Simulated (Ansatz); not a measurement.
Consider AlAu in the CsCl type structure (space group Pm-3m, No. 221; a cell from a computed database, its experimental status unchecked).

```xyz
2
Lattice="3.1778 0.0000 0.0000 0.0000 3.1778 0.0000 0.0000 0.0000 3.1778" Properties=species:S:1:pos:R:3 pbc="T T T"
Al     0.0000     0.0000     0.0000
Au     1.5889     1.5889     1.5889
```

Calculations: Kohn–Sham DFT with the PBEsol functional, run in Ansatz (an electronic-structure program) with PAW and 420 eV plane waves, without spin-orbit coupling.

Before the change:

```
Property                            Result
-----------------------------  -----------
Shortest interatomic distance   5.201 bohr
Band gap                              zero
Density                        11.59 g/cm³
```

The change: cell and atoms relaxed at a pressure of 0.3 GPa.

Problem. What does the calculation give for the shortest interatomic distance, band gap and density after the change?

Solution. The shortest interatomic distance decreases by 0.004 bohr (5.201 bohr → 5.197 bohr); the band gap remains zero; the density increases by 0.027 g/cm³, from 11.59 g/cm³ to 11.61 g/cm³.

Load acts through the strain it causes; cell and atoms are relaxed under it. No phonon test of stability was made.
